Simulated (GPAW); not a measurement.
Band structure of MnO2 (P4_2/mnm, 6 atoms in the cell).

```xyz
6
Lattice="4.4444 0.0000 0.0000 0.0000 4.4444 0.0000 0.0000 0.0000 2.8958" Properties=species:S:1:pos:R:3 pbc="T T T"
Mn     0.0000     0.0000     0.0000
Mn     2.2222     2.2222     1.4479
O      1.3552     1.3552     0.0000
O      3.0892     3.0892     0.0000
O      0.8670     3.5774     1.4479
O      3.5774     0.8670     1.4479
```
Moments meant for the start (each program seeds them in its own way; μB, in the order of the atoms Mn Mn O O O O): 4.0 4.0 0.0 0.0 0.0 0.0.

Method of the run: PBE, GPAW PAW datasets PBE (gpaw-data 1.0.1) (plane waves; GPAW).

Settings: spinpol = true; mode = pw; ecut = 950 eV; xc = PBE; kpts = 5 5 7; mesh shift (steps) = 0 0 0; occupations.name = methfessel-paxton; occupations.width = 0.272 eV; occupations.order = 0; nbands = -12; convergence.forces = 0.001 eV/Å; symmetry.symmorphic = false; symmetry.tolerance = 0.0005; maxiter = 150.

The starting cell comes from a database of computed structures (which also holds hypothetical and non-ambient phases and stackings), without a prior relaxation at this level. Its lattice was rescaled by a random factor within 2.5 % of one. The magnetic order is the one reached from the typed start; others were not searched systematically.

Levels in eV from the Fermi level, bands 27 to 34 of the first spin channel:
| point | 27 | 28 | 29 | 30 | 31 | 32 | 33 | 34 |
|---|---|---|---|---|---|---|---|---|
| Γ | -1.32 | -1.32 | -0.78 | -0.28 | -0.24 | 2.62 | 2.62 | 3.33 |
| X | -1.50 | -1.50 | -0.79 | -0.79 | 2.10 | 2.10 | 2.38 | 2.38 |
| M | -2.21 | -2.21 | -0.14 | -0.14 | 1.34 | 1.34 | 2.59 | 2.59 |
| Z | -1.19 | -1.19 | -0.28 | -0.28 | 1.19 | 1.19 | 1.61 | 1.61 |
| R | -2.02 | -2.02 | -0.16 | -0.16 | 0.13 | 0.13 | 3.13 | 3.13 |
| A | -1.13 | -1.13 | -0.84 | -0.84 | 1.63 | 1.63 | 1.83 | 1.83 |

Bands cross the Fermi level along this path, so the cell is metallic at this level.

The net moment of the cell came out as 5.96 μB.
